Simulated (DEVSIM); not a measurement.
Device: GaN p-n junction from an implanted or diffused profile, at 300 K.

| layer (left to right) | material | thickness (μm) | Nd (cm⁻³) | τn (s) | τp (s) |
|---|---|---|---|---|---|
| 1 | GaN | 55.0 | 7.5e14 | 4.1e-10 | 4.1e-10 |

Added acceptor profile: 3.9e18 cm⁻³ × exp(−(x − 0 μm)²/(2·(0.056 μm)²)). Left contact: ohmic. Right contact: ohmic. Voltage is applied to the left contact. Recombination: SRH at mid-gap, radiative. Mobility is μmin + (μ − μmin)/(1 + (N/Nref)^α).

Constants are typed, rounded textbook-type inputs, not results; the design itself was drawn at random and stands for no fabricated device. Values at 300 K.

| parameter | GaN |
|---|---|
| gap (eV) | 3.43 |
| affinity (eV) | 4.1 |
| permittivity | 9.5 |
| Nc (cm⁻³) | 2.3e18 |
| Nv (cm⁻³) | 4.6e19 |
| μn (cm²/Vs) | 1200 |
| μp (cm²/Vs) | 100 |
| μn,min | 55 |
| μp,min | 3 |
| Nref,n | 2e17 |
| Nref,p | 3e17 |
| αn | 1 |
| αp | 2 |
| B (cm³/s) | 1e-11 |

Simulated with DEVSIM: 1D drift-diffusion, Boltzmann statistics, complete ionisation; no tunnelling, impact ionisation, image-force lowering or self-heating.

Q: Tabulate band edges, carrier densities and field at 3.1 V on the left contact.

A: Energies count from the Fermi level of the right contact; mesh points crowd at the junctions.

| x (μm) | Ec (eV) | Ev (eV) | n (cm⁻³) | p (cm⁻³) | field (V/cm) |
|---|---|---|---|---|---|
| 0.000 | 0.266 | -3.164 | < 1e2 | 3.9e18 | -160 |
| 0.02316 | 0.264 | -3.166 | 3.0e10 | 3.6e18 | -1900 |
| 0.05446 | 0.254 | -3.176 | 8.6e10 | 2.4e18 | -4500 |
| 0.09296 | 0.230 | -3.200 | 2.7e11 | 9.8e17 | -7700 |
| 0.1534 | 0.169 | -3.261 | 3.0e12 | 8.9e16 | -12000 |
| 0.1971 | 0.118 | -3.312 | 2.2e13 | 1.3e16 | -9900 |
| 0.2419 | 0.083 | -3.347 | 8.4e13 | 3.2e15 | -6000 |
| 0.3252 | 0.050 | -3.381 | 3.1e14 | 8.3e14 | -2600 |
| 0.4867 | 0.028 | -3.402 | 7.1e14 | 2.6e14 | -540 |
| 0.8543 | 0.025 | -3.405 | 8.2e14 | 7.9e13 | 63 |
| 1.631 | 0.029 | -3.401 | 7.6e14 | 8.2e12 | 42 |
| 4.546 | 0.039 | -3.391 | 7.5e14 | 1.3e9 | 33 |
| 10.10 | 0.058 | -3.372 | 7.5e14 | 120 | 33 |
| 22.72 | 0.100 | -3.330 | 7.5e14 | < 1e2 | 33 |
| 43.34 | 0.169 | -3.261 | 7.5e14 | < 1e2 | 33 |
| 49.85 | 0.190 | -3.240 | 7.5e14 | < 1e2 | 33 |
| 52.74 | 0.200 | -3.230 | 7.5e14 | < 1e2 | 33 |
| 53.97 | 0.204 | -3.226 | 7.5e14 | < 1e2 | 33 |
| 54.67 | 0.206 | -3.224 | 7.5e14 | < 1e2 | 33 |
| 54.87 | 0.207 | -3.223 | 7.5e14 | < 1e2 | 33 |
| 54.95 | 0.207 | -3.223 | 7.5e14 | < 1e2 | 33 |
| 55.00 | 0.208 | -3.223 | 7.5e14 | < 1e2 | 33 |
